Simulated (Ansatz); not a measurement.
# Effect of pressure 1.5 GPa on hypothetical CsCl type SiGe

Start from SiGe in the CsCl type structure (space group Pm-3m, No. 221; a = 3.200 Å; a hypothetical phase, not in the database extracts checked).

One thing is altered: a hydrostatic pressure of 1.5 GPa.

Computed with PBEsol, PAW, 420 eV (Ansatz, a quantum-chemistry and plane-wave program; no spin-orbit coupling). k-mesh 15×15×15 (Γ-centred); smearing 0.05 eV (Fermi–Dirac).

The volume per atom decreases by 0.27 Å³ to 16.11 Å³ and the density goes up by 0.086 g/cm³, from 5.11 g/cm³ to 5.19 g/cm³. The lattice parameter a falls by 1.8 pm, from 320.0 pm to 318.2 pm and the shortest interatomic distance drops by 1.5 pm to 275.6 pm. The enthalpy H = E + PV relative to the base's energy amounts to +0.15 eV/atom and the band gap remains zero.

Load acts through the strain it causes; cell and atoms are relaxed under it. Stability against distortions was not tested. All final runs are without spin polarisation.
